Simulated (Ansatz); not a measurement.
Results of PBEsol in Ansatz (PAW) for TaO₂F (P4₂/mmc, No. 131, 8 atoms in the cell; start mp-33997).

Run with plane-wave cutoff 520 eV, 8×8×6 k mesh (along the axes of the cell as run), Fermi–Dirac smearing 0.01 eV, scalar-relativistic PAW data made under PBE.

Cell (relaxed at this level):

TaFO₂ has the tetragonal space group P4₂/mmc (No. 131), Pearson symbol tP8. Conventional cell: a = b = 3.9427 Å, c = 7.7093 Å, α = β = γ = 90.00°. Ta on 2a is surrounded by 4 O at 1.927–1.971 Å and 2 F at 1.971 Å (octahedral). O1 on 2e is surrounded by 2 Ta at 1.927 Å (linear). O2 on 2d is coordinated by 2 Ta at 1.971 Å (linear). F on 2c is coordinated by 2 Ta at 1.971 Å (linear). (Neighbours: up to the widest gap in distance over summed covalent radii, below 1.35, at either atom; cation-cation and far metal-metal contacts left out.)

Problem. What does this level give for the band gap and bulk modulus B0?

Solution. 
- band gap = 2.11 eV (on the SCF k mesh)
- bulk modulus B0 = 193 GPa

Note: the relaxation could not lower the start's symmetry, so the cell can be a saddle point above a distorted one; the bulk modulus is −V dP/dV from two relaxed cells at ±2 % in volume.

Spin–orbit coupling is not included.

The computed numbers hold no vibrational or temperature effects.

The result took around 2.3 core-minutes (rough).

A start named mp-… is a Materials Project structure, which need not be a measured phase.

Ansatz is a program for electronic structure.
